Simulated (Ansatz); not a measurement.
Ansatz (a first-principles code) run on SnO (Pm, 4 atoms in the cell): self-consistent single point.

Level of theory: PBEsol, default PAW files made with PBE (plane waves; Ansatz).

The change in words: lattice scaled by 0.98; kpoints.mp_grid.grid: 7 5 6 → 9 6 8. Reference geometry:
```xyz
4
Lattice="3.3718 0.0000 0.0000 0.0000 5.7025 0.0000 0.0000 0.0000 4.2431" Properties=species:S:1:pos:R:3 pbc="T T T"
Sn     0.0000     1.3225     2.2273
Sn     1.6859     4.3800     0.0558
O      0.0000     5.0823     3.1266
O      1.6859     0.6201     1.0050
```

Reference input (self-consistent single point, DFT, PBEsol, plane waves, default PAW files made with PBE): basis.ecutwfc = 420 eV; kpoints.mp_grid.grid = 7 5 6; hamiltonian.xc = pbesol; hamiltonian.pseudopotentials = {kind: paw} (the program's default PAW files); scf.occupations.method = fixed. This run's input differs from it in these lines:

Ansatz 0.2 input:
```diff
@@ -2,5 +2,5 @@
   lattice:
-    - [3.371775, 0.000000, 0.000000]
-    - [0.000000, 5.702470, 0.000000]
-    - [0.000000, 0.000000, 4.243080]
+    - [3.304339, 0.000000, 0.000000]
+    - [0.000000, 5.588421, 0.000000]
+    - [0.000000, 0.000000, 4.158218]
   atoms:
@@ -14,3 +14,3 @@
   mp_grid:
-    grid: [7, 5, 6]
+    grid: [9, 6, 8]
 hamiltonian:
```

Log, with long lists cut:

```
SCF iter   1: F=—  HF=-13021.057181 eV  |F-HF|=—  |Δ(HF+E_count)|=         —  Δρ=1.40e-2  dr2=1.41e-1  ethr=1.77e-3  ⟨swp⟩=5.0  Hψ=12076  notcnv=0  defer=259
all-band conjugate gradients solve this SCF's bands
preconditioner: auto → Resta (q_TF=auto, 2.447 Å⁻¹)
SCF iter   2: F=—  HF=-13021.031454 eV  |F-HF|=—  |Δ(HF+E_count)|=   2.57e-2  Δρ=5.87e-3  dr2=2.03e-2  ethr=3.53e-4  ⟨swp⟩=2.0  Hψ=5446  notcnv=0  defer=260
   [... lines left out ...]
SCF iter   5: F=—  HF=-13021.026959 eV  |F-HF|=—  |Δ(HF+E_count)|=   6.26e-6  Δρ=2.13e-4  dr2=3.21e-5  ethr=1.77e-7  ⟨swp⟩=2.0  Hψ=4420  notcnv=0  defer=35
SCF iter   6: F=—  HF=-13021.026955 eV  |F-HF|=—  |Δ(HF+E_count)|=   3.99e-6  Δρ=4.61e-5  dr2=1.41e-6  ethr=8.03e-8  ⟨swp⟩=2.0  Hψ=4010  notcnv=0  defer=21
SCF iter   7: F=—  HF=-13021.026955 eV  |F-HF|=—  |Δ(HF+E_count)|=   1.09e-7  Δρ=1.55e-5  dr2=1.72e-7  ethr=3.52e-9  ⟨swp⟩=2.6  Hψ=5127  notcnv=0  defer=22
SCF iter   8: F=-13021.026955 eV  HF=-13021.026955 eV  |F-HF|=2.59e-9  |Δ(HF+E_count)|=   3.69e-8  Δρ=2.26e-6  dr2=4.36e-9  ethr=2.50e-10  ⟨swp⟩=7.8  Hψ=15026  notcnv=0
SCF 1 converged in 8 iterations: F = -13021.026955 eV  dr2 = 4.36e-9
Free energy (F): -13021.026955 eV
Internal energy: -13021.026955 eV  (E = F + TS)
E sigma→0 (E₀):  -13021.026955 eV
Fermi energy:    7.771424 eV
--- Forces (eV/Å), atoms counted from 1 ---
  atom   1  Sn    -0.00000000     0.15293482    -0.31635012
  atom   2  Sn     0.00000000    -0.17782312     0.17588605
  atom   3  O     -0.00000000    -0.04384073    -0.01683205
  atom   4  O      0.00000000     0.06872478     0.15728905
--- Stress (GPa, compression-positive) ---
       -0.443626      -0.000000      -0.000000
       -0.000000       0.972671      -0.994985
       -0.000000      -0.994985      -0.443062
  P = ⅓ Tr σ = 0.0287 GPa (0.287 kbar)
  The stress holds the Pulay correction. Without it, at fixed plane waves, as pw.x and ABINIT print it: P = -0.3993 GPa
```

The run converged in 8 iterations. Against the reference run the free energy drops by 17.4 meV/atom, the pressure goes from -4.43 to 0.03 GPa, the largest force goes from 0.839 to 0.351 eV/Å and the gap on the mesh goes from 1.433 to 1.389 eV.

The starting cell comes from a database of computed structures (which also holds hypothetical and non-ambient phases and stackings), without a prior relaxation at this level. Its lattice was rescaled by up to half a per cent. One atom was moved a little off its site on purpose. For this run, on top of that: lattice scaled by 0.98. Ansatz's pressure includes its estimate of the finite-basis (Pulay) stress. Another mesh or the band path of this cell gives a smaller gap, so this value is not converged in the mesh.

Cost on one core of a shared machine: roughly 30 s.
